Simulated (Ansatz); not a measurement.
Base system: BAs (space group P6_422, No. 181; a = 3.429 Å, c = 7.403 Å; a hypothetical phase, not in the database extracts checked).

Modification: cell and atoms relaxed at a pressure of 7.5 GPa.

Levels (all Ansatz, a first-principles code, PAW): PBEsol (420 eV, without spin-orbit coupling); HSE06 (420 eV, scalar-relativistic without spin-orbit coupling).

The geometry is relaxed with PBEsol.

```
Property          Result
---------------  -------
PBEsol band gap  0.17 eV
```

Predict the band gap from HSE06.

The band gap rises by 0.59 eV to 0.76 eV.

Single points use the geometry relaxed with PBEsol. HSE06 gaps are upper bounds (no full band path). Load acts through the strain it causes; cell and atoms are relaxed under it. No phonon test of stability was made. Competing high-pressure phases were not computed. The base started in P3_121 and relaxed to P6_422 at this level. A zero or small gap of BAs under pressure 7.5 GPa can be the functional's error rather than a property of the material.
